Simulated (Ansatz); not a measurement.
OsN2 (Pnnm, No. 58, 6 atoms in the cell; start mp-21264) was calculated with LDA (Ansatz, an electronic-structure program, PAW).

Numerical settings: plane-wave cutoff 520 eV, 14×12×20 k mesh (along the axes of the cell as run), Fermi–Dirac smearing 0.05 eV, no spin polarisation, scalar-relativistic PAW data made under PBE.

Cell (relaxed at this level):

```xyz
6
Lattice="4.0862 0.0000 0.0000 0.0000 4.8713 0.0000 0.0000 0.0000 2.6465" Properties=species:S:1:pos:R:3 pbc="T T T"
Os     2.0431     2.4356     1.3232
Os     0.0000     0.0000     0.0000
N      1.5255     4.4045     1.3232
N      2.5607     0.4668     1.3232
N      3.5686     2.9024     0.0000
N      0.5176     1.9689     0.0000
```

What does this level give for the bulk modulus?


bulk modulus: 409 GPa

Note: the run has no spin polarisation, so it can have missed a magnetic state; the bulk modulus is −V dP/dV from two relaxed cells at ±2 % in volume; the relaxation could not lower the start's symmetry, so the cell can be a saddle point above a distorted one.

Spin–orbit coupling is not included; it can open a gap where bands touch, and shift volumes and moduli.

The computed numbers hold no vibrational or temperature effects.

It cost roughly 12 core-minutes of CPU time.

A start named mp-… is a Materials Project structure, which need not be a measured phase.
